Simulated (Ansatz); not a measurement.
System: A15 Nb3Sn (cubic form, which distorts at low temperature). Method: PBEsol-D3(BJ) (plane waves, PAW; Ansatz, an electronic-structure program).

Run with plane-wave cutoff 520 eV, 10×10×10 k mesh, Fermi–Dirac smearing 0.05 eV, no spin polarisation, scalar-relativistic PAW data made under PBE.

Results at a series of volumes:

```
V (Å³/atom)  E − E_lowest (meV/atom)  P (GPa)
-----------  -----------------------  -------
16.490                         41.56    13.36
16.841                         17.80     8.43
17.192                          4.28     3.99
17.543                          0.00    -0.01
17.894                          4.05    -3.63
18.245                         15.62    -6.88
18.595                         33.96    -9.82
```

Task: Fit the third-order Birch–Murnaghan equation and give B0 and B′.

Result: V0 = 17.542 Å³/atom, B0 = 190 GPa, B′ = 4.2 (fit to the energies at full precision).

Measured, for comparison: bulk modulus 165 GPa (4 K, zero-point motion not removed; as tabulated in Lu and Klein (1997), arXiv:cond-mat/9704251); equilibrium volume per atom 18.49 Å³/atom (temperature not stated, no zero-point or thermal correction; as tabulated in Priinits et al. (2024), arXiv:2406.00817). Computed (rounded) less measured: bulk modulus +15 %, equilibrium volume per atom -5.1 %.

Note: symmetry holds this phase in the static calculation, where it need not be a minimum.

Spin–orbit coupling is not included.

Computed values are for the static lattice.

Computing time: very roughly 4 core-minutes.
